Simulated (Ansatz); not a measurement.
# W: energy against strain

W (bcc, Im-3m, 15.691 Å³/atom at rest) under an equal strain ε in the (001) plane with the normal axis free, as in a coherent film. PBEsol in Ansatz, a plane-wave DFT program (PAW, default set), 420 eV, 29×29×29 Γ-centred mesh, Fermi-Dirac smearing 0.10 eV; ions are relaxed within the symmetry of each cell.

Here s stands for strain and y for E less E0.

| strain (%) | E less E0 (meV/atom) |
|---|---|
| -1.50 | 13.23 |
| -1.00 | 5.82 |
| -0.50 | 1.43 |
| 0.00 | 0.00 |
| 0.50 | 1.44 |
| 1.00 | 5.68 |
| 1.50 | 12.65 |
| 3.00 | ? |

Question: Using a parabola, estimate the missing y at s = 3.00 from the other rows, showing the fit.

Answer: Least squares gives y = -0.002 - 0.1436·s + 5.7519·s². Residuals (row less fit): 0.075, -0.074, -0.078, 0.002, 0.076, 0.074, -0.074; standard error 0.092 (degrees of freedom: 4). Twice the quadratic coefficient over the volume, 2 × 5.7519 meV × 10⁴ × 0.1602 / 15.691 Å³, is twice the biaxial elastic modulus of this plane = 1175 ± 8 GPa. At the withheld row, y = -0.002 - 0.1436 × 3.0 + 5.7519 × 3.0² = 51.334 meV/atom. The calculation gives 49.16 meV/atom, 2.174 meV/atom below the prediction (4.4 % of the range of y in the table). The row lies outside the fitted rows, so this is an extrapolation. From the scatter of the fitted rows alone, a prediction at this place has a standard error of 0.351 meV/atom, so the miss is 6.2 times that.

One order more, fitted to all 13 runs of the series, follows each within 0.02, so the miss is the next term of a smooth law. In a metal these values are sensitive to mesh and smearing; energies are taken to zero smearing, stresses follow the free energy. Rows are the converged runs of the series near zero and its far end; series whose fitted rows scatter by over a few per cent of the range, as at a crossing or softening among them, aren't shown in this form. Most that stay on the fit to the last digits aren't either.
